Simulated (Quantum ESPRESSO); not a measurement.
Worked example: self-consistent single point of TcN (F-43m, 2 atoms in the cell) in Quantum ESPRESSO.

Level of theory: PBEsol, spin-orbit coupling, PseudoDojo fully relativistic norm-conserving (PBESOL) pseudopotentials (plane waves; Quantum ESPRESSO).

```
TcN
1.0
    0.00000     2.29540     2.29540
    2.29540     0.00000     2.29540
    2.29540     2.29540     0.00000
Tc N
1 1
Cartesian
  0.00000   0.00000   0.00000
  3.44309   3.44309   3.44309
```

Reference input (self-consistent single point, DFT, PBEsol, plane waves, GBRV 1.5 ultrasoft (PBESOL) pseudopotentials): ecutwfc = 40 Ry; ecutrho = 320 Ry; occupations = smearing; smearing = gaussian; degauss = 0.019992 Ry; potentials = {Tc: tc_pbesol_v1.uspp.F.UPF, N: n_pbesol_v1.2.uspp.F.UPF}; K_POINTS = automatic 8 8 8 0 0 0; conv_thr = 1e-10 Ry; mixing_beta = 0.7. This run's input differs from it in these lines:

```diff
@@ -13,4 +13,3 @@
  ntyp = 2,
- ecutwfc = 40,
- ecutrho = 320,
+ ecutwfc = 85,
  occupations = 'smearing',
@@ -18,2 +17,4 @@
  degauss = 0.019992,
+ noncolin = .true.,
+ lspinorb = .true.,
 /
@@ -24,4 +25,4 @@
 ATOMIC_SPECIES
-Tc    97.9072  tc_pbesol_v1.uspp.F.UPF
-N     14.0070  n_pbesol_v1.2.uspp.F.UPF
+Tc    97.9072  Tc.upf
+N     14.0070  N.upf
 ATOMIC_POSITIONS {crystal}
```

Output (repeated stretches shortened):

```
     Self-consistent Calculation

     iteration #  1     ecut=    85.00 Ry     beta= 0.70

     total energy              =    -190.11732672 Ry
     estimated scf accuracy    <       0.33829439 Ry

     iteration #  2     ecut=    85.00 Ry     beta= 0.70

     total energy              =    -190.07979814 Ry
     estimated scf accuracy    <       1.33414219 Ry

     iteration #  3     ecut=    85.00 Ry     beta= 0.70

     total energy              =    -190.30219225 Ry
     estimated scf accuracy    <       0.00987781 Ry

   [... 5 blocks of this kind left out ...]

     iteration #  9     ecut=    85.00 Ry     beta= 0.70

     total energy              =    -190.30393886 Ry
     estimated scf accuracy    <          1.1E-10 Ry

     iteration # 10     ecut=    85.00 Ry     beta= 0.70
     End of self-consistent calculation

     the Fermi energy is    16.3088 ev

!    total energy              =    -190.30393886 Ry
     estimated scf accuracy    <          5.9E-12 Ry
     smearing contrib. (-TS)   =      -0.00399779 Ry
     internal energy E=F+TS    =    -190.29994107 Ry

     convergence has been achieved in  10 iterations

     Forces acting on atoms (cartesian axes, Ry/au):

     atom    1 type  1   force =     0.00000000    0.00000000    0.00000000
     atom    2 type  2   force =     0.00000000    0.00000000    0.00000000

     Total force =     0.000000     Total SCF correction =     0.000000

          total   stress  (Ry/bohr**3)                   (kbar)     P=     -100.51
  -0.00068328   0.00000000  -0.00000000         -100.51        0.00       -0.00
   0.00000000  -0.00068328  -0.00000000            0.00     -100.51       -0.00
  -0.00000000  -0.00000000  -0.00068328           -0.00       -0.00     -100.51

   JOB DONE.
```

The run converged in 10 iterations. Against the reference run the pressure goes from -11.19 to -10.05 GPa.

The starting cell comes from a database of computed structures (which also holds hypothetical and non-ambient phases and stackings), without a prior relaxation at this level. With a pressure of about -10 GPa the cell is away from its equilibrium volume at this level.

Cost on one core of a shared machine: roughly 40 s.
